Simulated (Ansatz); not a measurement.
The reference is ZnS in the wurtzite structure (space group P6_3mc, No. 186; a = 3.807 Å, c = 6.246 Å). Axes: x lies along a and z along c of the hexagonal cell.

Computed with DFT with r2SCAN, PAW potentials and a 500 eV plane-wave cutoff in Ansatz (a program for electronic structure), scalar-relativistic without spin-orbit coupling, earlier PAW set.

Before the change:

| Item | Value |
|---|---|
| Gap character | direct at Γ |
| Electron mass | 0.18 mₑ along c, 0.21 mₑ across (at Γ) |

One thing is altered: uniaxial strain ε_zz = −1.08 %, all other strain components held at zero; the atoms relax in the strained cell.

### Question
What happens to the energy relative to the base, gap character and electron mass?

### Answer
The energy grows by 1.1 meV/atom; the gap character stays direct at Γ; the electron mass changes from 0.18 mₑ along c, 0.21 mₑ across (at Γ) to 0.18 mₑ along z, 0.21 mₑ across (at Γ).

Effective masses come from finite differences of ±0.01 Å⁻¹. No phonon test of stability was made.
